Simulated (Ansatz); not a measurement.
Ansatz (a program for electronic structure) run on Cu₃Sn (P3m1, 8 atoms in the cell): relaxation of the atoms.

Method: LDA (PW92), default PAW files made with PBE (plane waves; Ansatz).

The change in words: one atom moved by 0.15 angstrom; relax: default → atoms; relax.f_tol: default → 0.001 eV/Å. Reference geometry:
```yaml
crystal:
  lattice:
    - [5.53432, 0.00000, 0.00000]
    - [-2.76716, 4.79286, 0.00000]
    - [0.00000, 0.00000, 4.29405]
  atoms:
    - { symbol: Cu, position: [0.15577, 0.84423, 0.75000] }
    - { symbol: Cu, position: [0.84423, 0.15577, 0.25000] }
    - { symbol: Cu, position: [0.31154, 0.15577, 0.25000] }
    - { symbol: Cu, position: [0.68846, 0.84423, 0.75000] }
    - { symbol: Cu, position: [0.15577, 0.31154, 0.75000] }
    - { symbol: Cu, position: [0.84423, 0.68846, 0.25000] }
    - { symbol: Sn, position: [0.33333, 0.66667, 0.25000] }
    - { symbol: Sn, position: [0.66667, 0.33333, 0.75000] }
```

Reference input (self-consistent single point, DFT, LDA (PW92), plane waves, default PAW files made with PBE): basis.ecutwfc = 30.9 Ry; kpoints.mp_grid.grid = 6 6 7; hamiltonian.xc = lda; hamiltonian.pseudopotentials = {kind: paw} (the program's default PAW files); scf.occupations.method = fermi_dirac; scf.occupations.width = 0.0073 Ry. This run's input differs from it in these lines:

```diff
@@ -13,3 +13,3 @@
     - { symbol: Cu, position_ang: [2.767162, 3.299696, 1.073513] }
-    - { symbol: Sn, position_ang: [-0.000003, 3.195245, 1.073513] }
+    - { symbol: Sn, position_ang: [-0.000003, 3.195245, 1.223513] }
     - { symbol: Sn, position_ang: [2.767165, 1.597620, 3.220540] }
@@ -24,2 +24,4 @@
   occupations: { method: fermi_dirac, width: 0.0073 Ry }
+relax:
+  f_tol: 0.001
 output:
```

Output, abridged:

```
   [... SCF lines of the steps left out ...]
relax step   1: F+E_penalty+E_count = -51093.17754565 eV  Δ(F+E_penalty+E_count) = +0.000e0 eV  max|allowed force component| = 8.846e-1 eV/Å  Δτ_max = 0.0000 Å  (9 SCF iters, dr2 threshold 1.00e-7 eV, accepted)
relax step   2: F+E_penalty+E_count = -51093.24038991 eV  Δ(F+E_penalty+E_count) = -6.284e-2 eV  max|allowed force component| = 2.830e-1 eV/Å  Δτ_max = 0.0849 Å  (6 SCF iters, dr2 threshold 4.89e-5 eV, accepted)
relax step   3: F+E_penalty+E_count = -51093.25328269 eV  Δ(F+E_penalty+E_count) = -1.289e-2 eV  max|allowed force component| = 5.293e-3 eV/Å  Δτ_max = 0.0454 Å  (6 SCF iters, dr2 threshold 5.01e-6 eV, accepted)
relax step   4: F+E_penalty+E_count = -51093.25328291 eV  Δ(F+E_penalty+E_count) = -2.291e-7 eV  max|allowed force component| = 5.515e-3 eV/Å  Δτ_max = 0.0000 Å  (6 SCF iters, accepted)
relax step   5: F+E_penalty+E_count = -51093.25329761 eV  Δ(F+E_penalty+E_count) = -1.470e-5 eV  max|allowed force component| = 8.054e-4 eV/Å  Δτ_max = 0.0010 Å  (6 SCF iters, accepted)
the relaxation is at rest under the 6 symmetry operations that the run kept from its start: a minimum is not shown …
Free energy (F): -51093.253298 eV
Internal energy: -51093.170227 eV  (E = F + TS)
E sigma→0 (E₀):  -51093.211762 eV
Entropy (-TS):   -0.083071 eV (-10.384 meV/atom)
Fermi energy:    15.810187 eV
--- Forces (eV/Å), atoms counted from 1 ---
  atom   1  Cu    -0.00069750     0.00040270    -0.00010463
  atom   2  Cu     0.00051978    -0.00030009     0.00002260
  atom   3  Cu    -0.00051978    -0.00030009     0.00002260
  atom   4  Cu     0.00069750     0.00040270    -0.00010463
  atom   5  Cu     0.00000000    -0.00080540    -0.00010463
   [... lines left out ...]
    - { symbol: Cu, position: [0.153256368647685, 0.30651273729537004, 0.7543717324048653] }
    - { symbol: Cu, position: [0.8467477292190084, 0.693495458438017, 0.2543644465030063] }
    - { symbol: Sn, position: [0.3333333333333333, 0.6666666666666666, 0.25436854201237385] }
    - { symbol: Sn, position: [0.6666666666666667, 0.3333333333333333, 0.7543549540079016] }
```

The run converged. 

Summary of the result:
- Free energy E − TS (on the zero of these files): -51093.2533 eV
- Fermi level (on the code's own zero): 15.81 eV
- Pressure: -7.58 GPa
- Relaxation steps: 5

The starting cell comes from a database of computed structures (which also holds hypothetical and non-ambient phases and stackings), without a prior relaxation at this level. Its lattice was rescaled by up to half a per cent. For this run, on top of that: one atom moved by 0.15 angstrom. Spin polarisation is off. The relaxation keeps the symmetry of its start, so its end need not be a minimum. Ansatz's pressure includes its estimate of the finite-basis (Pulay) stress.

Cost on one core of a shared machine: roughly 4 min.

Keys are those of Ansatz 0.2.
